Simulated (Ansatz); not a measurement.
Take HgSe in the zinc blende structure (space group F-43m, No. 216; a = 6.260 Å) as the base. Axes: x, y, z lie along the cube axes.

Calculations: Ansatz (an electronic-structure program), PBE, PAW, cutoff 420 eV, no spin-orbit coupling.

One thing is altered: the cell is scaled by 1.0250 in all directions; the atoms relax in the strained cell.

Problem. Predict the stress tensor and what it implies for the stiffness.

Solution. Stress of the strained cell less that of the base (GPa, compression positive):
```
   -2.6     0.0     0.0
    0.0    -2.6     0.0
    0.0     0.0    -2.6
```

Then B = −ΔP/(ΔV/V₀) with ΔV/V₀ = 0.0769 gives secant stiffness values (nonlinear terms included at this strain): B ≈ 34 GPa.

As a check, the harmonic strain energy −½ V₀ Δσ:ε is 19 meV/atom; the computed energy rise is 21 meV/atom.

Whether these cells are dynamically stable was not tested. All final runs are without spin polarisation.
